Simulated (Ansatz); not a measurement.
**Hypothetical P4_2/mnm GaN: carrier doping**

Base system: GaN (space group P4_2/mnm, No. 136; a = 5.5350 Å, c = 3.2140 Å; a hypothetical phase, not in the database extracts checked).

Carriers are added at fixed cell with a uniform background; the Fermi–Dirac width is that of 300 K.

Method: Ansatz (an electronic-structure program), PBE, PAW, cutoff 420 eV, no spin-orbit coupling.

Notes on the quantities. Fermi level from band edge: Fermi level relative to the doped band's edge (positive inside the band; to 0.05 eV).

```json
[
 {"variant": "undoped", "gap between the host's bands": "1.73 eV", "Fermi level from band edge": "–", "largest internal atomic displacement": "–"},
 {"variant": "electrons 5.0×10^21 cm⁻³", "gap between the host's bands": "1.61 eV", "Fermi level from band edge": "+2.20 eV", "largest internal atomic displacement": "–"},
 {"variant": "electrons 7.0×10^21 cm⁻³", "gap between the host's bands": "1.57 eV", "Fermi level from band edge": "+2.40 eV", "largest internal atomic displacement": "0.015 Å"},
 {"variant": "electrons 1.0×10^22 cm⁻³", "gap between the host's bands": "1.51 eV", "Fermi level from band edge": "+2.55 eV", "largest internal atomic displacement": "0.024 Å"},
 {"variant": "electrons 2.0×10^22 cm⁻³", "gap between the host's bands": "1.31 eV", "Fermi level from band edge": "+2.90 eV", "largest internal atomic displacement": "0.067 Å"},
 {"variant": "holes 5.0×10^21 cm⁻³", "gap between the host's bands": "1.86 eV", "Fermi level from band edge": "+0.35 eV", "largest internal atomic displacement": "–"},
 {"variant": "holes 7.0×10^21 cm⁻³", "gap between the host's bands": "1.91 eV", "Fermi level from band edge": "+0.40 eV", "largest internal atomic displacement": "0.010 Å"},
 {"variant": "holes 1.0×10^22 cm⁻³", "gap between the host's bands": "1.99 eV", "Fermi level from band edge": "+0.50 eV", "largest internal atomic displacement": "0.014 Å"},
 {"variant": "holes 2.0×10^22 cm⁻³", "gap between the host's bands": "2.25 eV", "Fermi level from band edge": "+0.70 eV", "largest internal atomic displacement": "0.033 Å"}
]
```

Charged cell with a jellium background: band edges are those of the host's band count, energies are not comparable with the neutral cell, and many-body gap narrowing is missing. No phonon test of stability was made.
